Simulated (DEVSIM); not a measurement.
Structure: Pd/SiO2/p-Ge capacitor, at 300 K.

| layer (left to right) | material | thickness (nm) | Na (cm⁻³) |
|---|---|---|---|
| 1 | SiO2 | 10.0 | - |
| 2 | Ge | 520 | 1.3e18 |

Metal gate on the left, work function 5.2 eV. Fixed charge at the semiconductor interface 0 cm⁻² (in units of +e); interface traps 1.5e12 cm⁻² eV⁻¹, uniform in energy, neutral level at 0.3 of the gap above the valence band.

The device is made up for the run: typed textbook-type constants, with dimensions and the other settings drawn at random. Values at 300 K; Nc and Nv go as T^1.5, mobilities as T to minus their exponent, the gap by Varshni's rule with the affinity fixed.

```tsv
parameter	SiO2	Ge
gap (eV)	9	0.664
affinity (eV)	0.9	4
permittivity	3.9	16
Nc (cm⁻³)	-	1.04e19
Nv (cm⁻³)	-	6e18
Varshni α (eV/K)	-	0.000477
Varshni β (K)	-	235
```

Model (solved in DEVSIM): 1D Poisson equation in equilibrium, Boltzmann statistics, complete ionisation; no quantum confinement or tunnelling. Metal contacts follow the ideal Schottky-Mott rule: no Fermi-level pinning, no interface dipoles.

The temperature was swept, all else fixed.

| temperature (K) | flat-band voltage (V) | minimum of the low-frequency capacitance (μF/cm²) |
|---|---|---|
| 250 | 0.42 | 0.241 |
| 300 | 0.46 | 0.244 |
| 350 | 0.51 | 0.248 |
| 400 | 0.56 | 0.253 |
| 450 | 0.61 | 0.258 |
| 500 | 0.66 | 0.265 |

From the first row to the last the flat-band voltage goes from 0.42 to 0.66. From the first row to the last the minimum of the low-frequency capacitance goes from 0.241 to 0.265.
